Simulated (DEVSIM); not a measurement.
Device: abrupt Si n-p junction, at 300 K.

```tsv
layer (left to right)	material	thickness (μm)	Nd (cm⁻³)	Na (cm⁻³)	τn (s)	τp (s)
1	Si	4.80	1.4e15	-	0.00047	0.00047
2	Si	96.0	-	1e14	0.00047	0.00047
```

Left contact: ohmic. Right contact: ohmic. Voltage is applied to the left contact. Recombination: SRH at mid-gap, radiative. Mobility is μmin + (μ − μmin)/(1 + (N/Nref)^α).

The device is made up for the run: typed textbook-type constants, with dimensions and the other settings drawn at random. Values at 300 K.

```tsv
parameter	Si
gap (eV)	1.124
affinity (eV)	4.05
permittivity	11.7
Nc (cm⁻³)	2.86e19
Nv (cm⁻³)	3.1e19
μn (cm²/Vs)	1417
μp (cm²/Vs)	470
μn,min	52
μp,min	45
Nref,n	9.7e16
Nref,p	2.2e17
αn	0.68
αp	0.72
B (cm³/s)	4.7e-15
```

Model (solved in DEVSIM): 1D drift-diffusion, Boltzmann statistics, complete ionisation; no tunnelling, impact ionisation, image-force lowering or self-heating.

The thickness of layer 2 was swept, all else fixed.

| thickness of layer 2 (μm) | dark forward voltage at 1 A/cm² (V) |
|---|---|
| 19 | 0.531 |
| 34 | 0.565 |
| 58 | 0.610 |
| 96 | 0.673 |
| 160 | 0.765 |
| 290 | 0.933 |
| 480 | ___ |

**Question.** Fill in the missing entries.

**Answer.** 
- 480, dark forward voltage at 1 A/cm² (V): 1.158
